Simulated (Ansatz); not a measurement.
Here is the system:

End structure of a constructed model of the (000-1) surface of 4H silicon carbide, C-terminated, full C adlayer on top sites (bottom of the slab: 1 H on 1 bottom site):

```xyz
10
Lattice="3.0941 0.0000 0.0000 -1.5470 2.6796 0.0000 0.0000 0.0000 27.5000" Properties=species:S:1:pos:R:3 pbc="T T T"
Si     1.5470     0.8932     9.5677
C      0.0000     0.0000    10.2019
Si     0.0000     0.0000    12.0955
C      0.0000     1.7864    12.7273
Si     0.0000     1.7864    14.6279
C      0.0000     0.0000    15.2645
Si     0.0000     0.0000    17.1563
C      1.5470     0.8932    17.8517
H      1.5470     0.8932     8.0677
C      1.5470     0.8932    19.2550
```

Model: 10-atom slab, 11.3 Å thick at the start with caps and adatoms (thin: gaps and levels are the slab's own), 10x10x1 mesh, Fermi-Dirac 0.025 eV, dipole correction, 2 atoms held, the rest relaxed; start symmetry kept, larger cells not searched; spin-polarised, ending with about 0.1 μB a cell, a value that depends on the mesh; orders that need a larger cell were not tried, no spin-orbit, no U. The slab shows no gap on its mesh. It is one candidate, not shown to be the stable structure of the face.

Q: What work function of the top face does PBE (Ansatz, an electronic-structure program) give?

A: 8.01 eV
